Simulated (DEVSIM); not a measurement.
System: CdS/CdTe n-p heterojunction, at 300 K.

Layer 1 from the left is CdS, thickness (μm) 0.0610, Nd (cm⁻³) 1.1e16, τn (s) 7.3e-10, τp (s) 7.3e-10. Layer 2 from the left is CdTe, thickness (μm) 0.310, Na (cm⁻³) 3.2e17, τn (s) 7.3e-10, τp (s) 7.3e-10.

Left contact: ohmic. Right contact: ohmic. Voltage is applied to the left contact. Recombination: SRH at mid-gap, Auger. Mobility is μmin + (μ − μmin)/(1 + (N/Nref)^α).

Constants are typed, rounded textbook-type inputs, not results; the design itself was drawn at random and stands for no fabricated device. Values at 300 K.

CdS: gap (eV) 2.4, affinity (eV) 4.3, permittivity 9, Nc (cm⁻³) 2.2e18, Nv (cm⁻³) 1.8e19, μn (cm²/Vs) 300, μp (cm²/Vs) 25, μn,min 30, μp,min 3, Nref,n 1e17, Nref,p 1e17, αn 0.6, αp 0.6, Cn (cm⁶/s) 1e-30, Cp (cm⁶/s) 1e-30. CdTe: gap (eV) 1.5, affinity (eV) 4.28, permittivity 10.2, Nc (cm⁻³) 8e17, Nv (cm⁻³) 1.8e19, μn (cm²/Vs) 1000, μp (cm²/Vs) 80, μn,min 100, μp,min 10, Nref,n 1e17, Nref,p 1e17, αn 0.6, αp 0.6, Cn (cm⁶/s) 1e-30, Cp (cm⁶/s) 1e-30.

Simulated with DEVSIM: 1D drift-diffusion, Boltzmann statistics, complete ionisation; no tunnelling, impact ionisation, image-force lowering or self-heating. Band offsets follow the typed affinities; no thermionic-emission limit at abrupt steps, no polarisation charge.

### Question
What does the simulation give for the dark forward voltage at 1 A/cm², the dark forward voltage at 100 A/cm²?

### Answer
dark forward voltage at 1 A/cm² 1.119 V; dark forward voltage at 100 A/cm² 1.240 V.
